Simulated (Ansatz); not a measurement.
Cubic perovskite KZnF3, treated with PBEsol (Ansatz, a first-principles code, PAW).

Settings: plane-wave cutoff 500 eV, 8×8×8 k mesh, gaussian smearing 0.02 eV, scalar-relativistic PAW data made under PBE.

Cell (relaxed at this level):

```
KZnF3
1.0
    4.05215     0.00000     0.00000
    0.00000     4.05215     0.00000
    0.00000     0.00000     4.05215
K Zn F
1 1 3
Cartesian
  0.00000   0.00000   0.00000
  2.02607   2.02607   2.02607
  2.02607   0.00000   2.02607
  0.00000   2.02607   2.02607
  2.02607   2.02607   0.00000
```

Q: What does this level give for the band gap?

A: 
- band gap = 3.71 eV (on the SCF k mesh)

Cost on a shared machine: roughly 23 core-seconds.
